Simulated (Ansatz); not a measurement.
The parent structure is SrLi4P2 (space group R-3m, No. 166; a = 4.251 Å, c = 23.246 Å (hexagonal axes); a cell from a computed database, its experimental status unchecked). Axes: x lies along a and z along c of the hexagonal cell.

Calculations: PBEsol (Ansatz, a program for electronic structure; PAW; 420 eV plane waves; no spin-orbit coupling).

The change: every lattice vector is stretched by 1.00 %, atoms relaxed at fixed cell.

Task: Predict the stress tensor and what it implies for the stiffness.

Result: Stress of the strained cell less that of the base (GPa, compression positive):
```
  -1.30    0.00    0.00
   0.00   -1.30    0.00
   0.00    0.00   -1.14
```

Then B = −ΔP/(ΔV/V₀) with ΔV/V₀ = 0.0303 gives secant stiffness values (nonlinear terms included at this strain): B (at held cell shape, above the free-shape value) ≈ 41 GPa.

Whether these cells are dynamically stable was not tested.
